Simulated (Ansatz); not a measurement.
# Ansatz run on BaPb (Cm, 4 atoms in the cell): self-consistent single point

Method of the run: PBEsol, default PAW files made with PBE (plane waves; Ansatz, a program for electronic structure).

The input file:

Ansatz 0.2 input:
```yaml
# BaPb
crystal:
  lattice:
    - [2.702067, -6.413292, 0.000000]
    - [2.702067, 6.413292, 0.000000]
    - [0.000000, 0.000000, 4.909364]
  atoms:
    - { symbol: Ba, position: [0.866970, 0.133030, 0.760185] }
    - { symbol: Ba, position: [0.133030, 0.866970, 0.250000] }
    - { symbol: Pb, position: [0.577030, 0.422970, 0.750000] }
    - { symbol: Pb, position: [0.422970, 0.577030, 0.250000] }
basis:
  ecutwfc: 30.9 Ry
kpoints:
  mp_grid: { grid: [5, 5, 5] }
hamiltonian:
  xc: pbesol
  pseudopotentials: { kind: paw }
scf:
  occupations: { method: fermi_dirac, width: 0.0073 Ry }
output:
  forces: true
  eigenvalues: true
  stress: true
```

The program printed (abridged):

```
WARN ansatz: RAYON_NUM_THREADS=1 ignored (pool sized by the plan → 1); use --threads N
Pseudopotentials: kind: paw
Pseudopotential: Ba, paw, valence charge 10
Pseudopotential: Pb, paw, valence charge 14
Crystal: 4 atoms, lattice volume = 170.150 Å³
Basis set: ecut = 420.4159175005146 eV, 3321 PW (Γ), exchange–correlation on 96×96×72 points (8 copies of the dense FFT grid, shifted against one another)
Bands: 29, of which v1, the nominal top of the filled ones, is band 24 counted from 1 (23 counted from 0)
Symmetry: 2 space group operations
Space group: Cm (ITA 8), of the structure as read, at distance tolerance 5.5e-5 Å
k-points: 39 of 125 (time reversal used)
PAW frozen core: Ba, regenerated for the run's functional, and the local potential with it
PAW frozen core: Pb, regenerated for the run's functional, and the local potential with it
Initial density: superposition of atomic densities (neutral atoms: chi_scale 0, normalization atom), corrected by the library's trained network
Initial wavefunctions: pseudopotential atomic-orbital guess
Eigensolver: davidson
Functional: x = pbesol(κ = 0.804, μ = 0.12345679012345678), c = pbesol(β = 0.046)
SCF iter   1: F=—  HF=-35237.590759 eV  |F-HF|=—  |Δ(HF+E_count)|=         —  Δρ=1.86e-3  dr2=1.31e-2  ethr=1.77e-3  ⟨swp⟩=9.3  Hψ=6341  notcnv=0
all-band conjugate gradients solve this SCF's bands
preconditioner: auto → Kerker (q_TF=auto, 2.209 Å⁻¹)
SCF iter   2: F=—  HF=-35237.585709 eV  |F-HF|=—  |Δ(HF+E_count)|=   5.05e-3  Δρ=1.22e-3  dr2=6.52e-3  ethr=2.73e-5  ⟨swp⟩=2.2  Hψ=2210  notcnv=0
SCF iter   3: F=—  HF=-35237.584352 eV  |F-HF|=—  |Δ(HF+E_count)|=   1.36e-3  Δρ=5.41e-4  dr2=4.59e-4  ethr=1.36e-5  ⟨swp⟩=2.0  Hψ=1994  notcnv=0
SCF iter   4: F=—  HF=-35237.584261 eV  |F-HF|=—  |Δ(HF+E_count)|=   9.15e-5  Δρ=2.00e-4  dr2=1.46e-4  ethr=9.56e-7  ⟨swp⟩=2.0  Hψ=1989  notcnv=0
SCF iter   5: F=—  HF=-35237.584235 eV  |F-HF|=—  |Δ(HF+E_count)|=   2.60e-5  Δρ=1.05e-4  dr2=3.61e-5  ethr=3.04e-7  ⟨swp⟩=2.1  Hψ=1327  notcnv=0
SCF iter   6: F=—  HF=-35237.584254 eV  |F-HF|=—  |Δ(HF+E_count)|=   1.90e-5  Δρ=2.14e-5  dr2=1.73e-6  ethr=7.52e-8  ⟨swp⟩=3.0  Hψ=2240  notcnv=0
SCF iter   7: F=-35237.584253 eV  HF=-35237.584253 eV  |F-HF|=3.35e-8  |Δ(HF+E_count)|=   2.26e-7  Δρ=4.31e-6  dr2=7.02e-8  ethr=2.08e-10  ⟨swp⟩=6.2  Hψ=7118  notcnv=0
SCF 1 converged in 7 iterations: F = -35237.584253 eV  dr2 = 7.02e-8
SCF converged after 7 iterations
Free energy (F): -35237.584253 eV
Harris-Foulkes:  -35237.584253 eV  (|F-HF|=3.35e-8)
Internal energy: -35237.528965 eV  (E = F + TS)
E sigma→0 (E₀):  -35237.556609 eV
Entropy (-TS):   -0.055288 eV (-13.822 meV/atom)
Fermi energy:    7.992611 eV
--- Per-component energies (eV) ---
  E_band       = -263.611797
  E_kinetic    = 917.763947
  E_local      = -3430.518676  (includes V_loc(G=0)·N_el)
  E_nonlocal   = 819.316619
  E_hartree    = 1359.275441
  E_xc         = -769.308797
  E_vxc        = -534.033154  (∫ρ·V_xc dr)
  E_paw        = -30797.929972  (= ΣΔE_a)
  E_vpaw       = -754.681795  (= ΣTr[D̂ρ^β])
  E_aug_tail   = 0.000087  (compensation charges beyond the density's cutoff)
  E_ewald      = -3336.554716
  E_core_change = 0.427099  (= ΣΔE_core)
  E_smearing   = -0.055288  (= −TS)
  E_closure    = 0.000000  (closes the sum)
  Σ components = -35237.584253   (vs F -35237.584253, Δ=0.00e0)
--- Forces (eV/Å), atoms counted from 1 ---
  atom   1  Ba     0.00000000    -0.04062757    -0.08648839
  atom   2  Ba     0.00000000     0.04205700     0.02486740
  atom   3  Pb     0.00000000     0.05330898     0.00162477
  atom   4  Pb     0.00000000    -0.05473860     0.05999458
  max |Σ_I F_I| component: 1.65e-6 eV/Å
--- Stress (GPa, compression-positive) ---
       -1.749603      -0.000000      -0.000000
       -0.000000      -1.261959      -0.050059
       -0.000000      -0.050059      -1.460826
  P = ⅓ Tr σ = -1.4908 GPa (-14.908 kbar)
  The stress holds the Pulay correction. Without it, at fixed plane waves, as pw.x and ABINIT print it: P = -1.4977 GPa
--- Band table (eV; the first three rows and the last of 39) ---
  k-point 0: bands = ["-20.4296", "-20.3862", "-8.6693", "-8.5469", "-8.4583", "-8.4540", "-8.3919", "-8.3312", "-8.3244", "-8.3171", "-8.2565", "-8.2296", "-5.8322", "-5.6258", "-5.5978", "-5.5950", "-5.4627", "-5.4452", "-1.4490", "1.1294", [...]
  k-point 1: bands = ["-20.4240", "-20.3888", "-8.6565", "-8.5142", "-8.4767", "-8.4627", "-8.4099", "-8.3503", "-8.3141", "-8.3113", "-8.2590", "-8.2356", "-5.7983", "-5.6593", "-5.5817", "-5.5807", "-5.5099", "-5.4896", "-1.1881", "0.9772", [...]
  k-point 2: bands = ["-20.4109", "-20.3971", "-8.6094", "-8.5365", "-8.4662", "-8.4458", "-8.4448", "-8.3873", "-8.3027", "-8.3013", "-8.2617", "-8.2526", "-5.7281", "-5.7022", "-5.6057", "-5.5623", "-5.5571", "-5.5560", "-0.4952", "0.3744", [...]
  k-point 38: bands = ["-20.4145", "-20.3981", "-8.6556", "-8.5221", "-8.4763", "-8.4614", "-8.4085", "-8.3446", "-8.3140", "-8.3104", "-8.2582", "-8.2386", "-5.8207", "-5.6950", "-5.6466", "-5.5248", "-5.5187", "-5.4569", "-1.0260", "0.9968", [...]
```

The run converged in 7 iterations.

The starting cell comes from a database of computed structures (which also holds hypothetical and non-ambient phases and stackings), without a prior relaxation at this level. Its lattice was rescaled by up to half a per cent. One atom was moved a little off its site on purpose. Spin-orbit coupling is off. Ansatz's pressure includes its estimate of the finite-basis (Pulay) stress.
